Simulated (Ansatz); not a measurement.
# Ansatz run on RbAsF₆ (R3, 8 atoms in the cell): self-consistent single point

Method of the run: PBEsol, default PAW files made with PBE (plane waves; Ansatz, an electronic-structure program).

The input file:

Ansatz 0.2 input:
```yaml
crystal:
  lattice:
    - [3.706308, 2.139838, 2.468452]
    - [-3.706308, 2.139838, 2.468452]
    - [0.000000, -4.279675, 2.468452]
  atoms:
    - { symbol: Rb, position: [0.506752, 0.506752, 0.506752] }
    - { symbol: As, position: [0.000000, 0.000000, 0.000000] }
    - { symbol: F, position: [0.077420, 0.712010, 0.799610] }
    - { symbol: F, position: [0.922580, 0.287990, 0.200390] }
    - { symbol: F, position: [0.799610, 0.077420, 0.712010] }
    - { symbol: F, position: [0.200390, 0.922580, 0.287990] }
    - { symbol: F, position: [0.712010, 0.799610, 0.077420] }
    - { symbol: F, position: [0.287990, 0.200390, 0.922580] }
basis:
  ecutwfc: 420.0
kpoints:
  mp_grid: { grid: [4, 4, 4] }
hamiltonian:
  xc: pbesol
  pseudopotentials: { kind: paw }
scf:
  occupations: { method: fermi_dirac, width: 0.05 }
output:
  forces: true
  eigenvalues: true
  stress: true
```

Output, abridged:

```
WARN ansatz: RAYON_NUM_THREADS=1 ignored (pool sized by the plan → 1); use --threads N
Pseudopotentials: kind: paw
Pseudopotential: Rb, paw, valence charge 9
Pseudopotential: As, paw, valence charge 15
Pseudopotential: F, paw, valence charge 7
Crystal: 8 atoms, lattice volume = 117.462 Å³
Basis set: ecut = 420 eV, 2295 PW (Γ), exchange–correlation on 72×72×72 points (8 copies of the dense FFT grid, shifted against one another)
Bands: 41, of which v1, the nominal top of the filled ones, is band 33 counted from 1 (32 counted from 0)
Symmetry: 3 space group operations
Space group: R3 (ITA 146), of the structure as read, at distance tolerance 4.9e-5 Å
k-points: 14 of 64 (time reversal used)
PAW frozen core: Rb, regenerated for the run's functional, and the local potential with it
PAW frozen core: As, regenerated for the run's functional, and the local potential with it
PAW frozen core: F, regenerated for the run's functional, and the local potential with it
Initial density: superposition of atomic densities (neutral atoms: chi_scale 0, normalization atom), corrected by the library's trained network
Initial wavefunctions: pseudopotential atomic-orbital guess
Eigensolver: davidson
Functional: x = pbesol(κ = 0.804, μ = 0.12345679012345678), c = pbesol(β = 0.046)
SCF iter   1: F=—  HF=-12835.638707 eV  |F-HF|=—  |Δ(HF+E_count)|=         —  Δρ=1.20e-2  dr2=1.02e-1  ethr=1.77e-3  ⟨swp⟩=6.4  Hψ=2434  notcnv=0  defer=5
all-band conjugate gradients solve this SCF's bands
preconditioner: auto → Resta (q_TF=auto, 2.478 Å⁻¹)
SCF iter   2: F=—  HF=-12835.607936 eV  |F-HF|=—  |Δ(HF+E_count)|=   3.08e-2  Δρ=1.43e-3  dr2=7.17e-4  ethr=1.55e-4  ⟨swp⟩=2.2  Hψ=1070  notcnv=0  defer=33
SCF iter   3: F=—  HF=-12835.608034 eV  |F-HF|=—  |Δ(HF+E_count)|=   9.79e-5  Δρ=6.23e-4  dr2=2.52e-4  ethr=1.09e-6  ⟨swp⟩=2.0  Hψ=973  notcnv=0  defer=33
SCF iter   4: F=—  HF=-12835.608181 eV  |F-HF|=—  |Δ(HF+E_count)|=   1.47e-4  Δρ=2.23e-4  dr2=3.73e-5  ethr=3.82e-7  ⟨swp⟩=2.1  Hψ=706  notcnv=0  defer=33
SCF iter   5: F=—  HF=-12835.608196 eV  |F-HF|=—  |Δ(HF+E_count)|=   1.51e-5  Δρ=4.11e-5  dr2=2.08e-6  ethr=5.65e-8  ⟨swp⟩=2.8  Hψ=965  notcnv=0  defer=33
SCF iter   6: F=-12835.608199 eV  HF=-12835.608199 eV  |F-HF|=4.51e-8  |Δ(HF+E_count)|=   2.57e-6  Δρ=6.66e-6  dr2=4.28e-8  ethr=1.52e-10  ⟨swp⟩=9.0  Hψ=2906  notcnv=0
SCF 1 converged in 6 iterations: F = -12835.608199 eV  dr2 = 4.28e-8
SCF converged after 6 iterations
Free energy (F): -12835.608199 eV
Harris-Foulkes:  -12835.608199 eV  (|F-HF|=4.51e-8)
Internal energy: -12835.608199 eV  (E = F + TS)
E sigma→0 (E₀):  -12835.608199 eV
Fermi energy:    3.796454 eV
--- Per-component energies (eV) ---
  E_band       = -694.451708
  E_kinetic    = 1535.075001
  E_local      = -7490.760659  (includes V_loc(G=0)·N_el)
  E_nonlocal   = -41.877240
  E_hartree    = 3171.264877
  E_xc         = -676.938061
  E_vxc        = -820.821784  (∫ρ·V_xc dr)
  E_paw        = -5534.506477  (= ΣΔE_a)
  E_vpaw       = -218.613176  (= ΣTr[D̂ρ^β])
  E_aug_tail   = 0.012120  (compensation charges beyond the density's cutoff)
  E_ewald      = -3799.222514
  E_core_change = 1.344755  (= ΣΔE_core)
  E_smearing   = -0.000000  (= −TS)
  E_closure    = 0.000000  (closes the sum)
  Σ components = -12835.608199   (vs F -12835.608199, Δ=0.00e0)
--- Forces (eV/Å), atoms counted from 1 ---
  atom   1  Rb    -0.00000000    -0.00000001    -0.09335736
  atom   2  As     0.00000000     0.00000001     0.14032514
  atom   3  F      0.22948218     0.07219599    -0.19845250
  atom   4  F     -0.21831383    -0.06779408     0.18280690
  atom   5  F     -0.17726466     0.16263938    -0.19845251
  atom   6  F      0.16786832    -0.15516827     0.18280690
  atom   7  F     -0.05221752    -0.23483541    -0.19845248
  atom   8  F      0.05044551     0.22296238     0.18280688
  max |Σ_I F_I| component: 3.10e-5 eV/Å
--- Stress (GPa, compression-positive) ---
        2.405630      -0.000000       0.000000
        0.000000       2.405630       0.000000
       -0.000000       0.000000       2.579190
  P = ⅓ Tr σ = 2.4635 GPa (24.635 kbar)
  The stress holds the Pulay correction. Without it, at fixed plane waves, as pw.x and ABINIT print it: P = 1.7952 GPa
--- Band table (eV; the first three rows and the last of 14) ---
  k-point 0: bands = ["-34.0307", "-34.0307", "-33.8682", "-33.8640", "-33.8640", "-21.5857", "-20.6694", "-19.8346", "-19.8044", "-19.8044", "-18.9597", "-18.9597", "-7.5611", "-4.9835", "-4.9835", "-4.9263", "-3.6261", "-3.5231", "-3.5231", [...]
  k-point 1: bands = ["-34.0307", "-34.0307", "-33.8682", "-33.8640", "-33.8639", "-21.5354", "-20.7222", "-19.8401", "-19.8164", "-19.7905", "-18.9709", "-18.9544", "-7.5454", "-4.9644", "-4.9500", "-4.8821", "-3.6973", "-3.6184", "-3.5755", [...]
  k-point 2: bands = ["-34.0307", "-34.0307", "-33.8682", "-33.8640", "-33.8639", "-21.4767", "-20.7844", "-19.8555", "-19.8169", "-19.7761", "-18.9827", "-18.9496", "-7.5311", "-4.9932", "-4.9140", "-4.7702", "-3.7975", "-3.6940", "-3.6186", [...]
  k-point 13: bands = ["-34.0307", "-34.0307", "-33.8682", "-33.8639", "-33.8639", "-21.3876", "-20.7309", "-19.9096", "-19.8218", "-19.8218", "-19.0169", "-19.0169", "-7.3706", "-5.0854", "-4.9521", "-4.9521", "-3.7462", "-3.5079", "-3.5079", [...]
```

The run converged in 6 iterations.

The starting cell comes from a database of computed structures (which also holds hypothetical and non-ambient phases and stackings), without a prior relaxation at this level. Its lattice was rescaled by up to half a per cent. One atom was moved a little off its site on purpose. Ansatz's pressure includes its estimate of the finite-basis (Pulay) stress. Without the estimate this run gives 1.80 GPa.
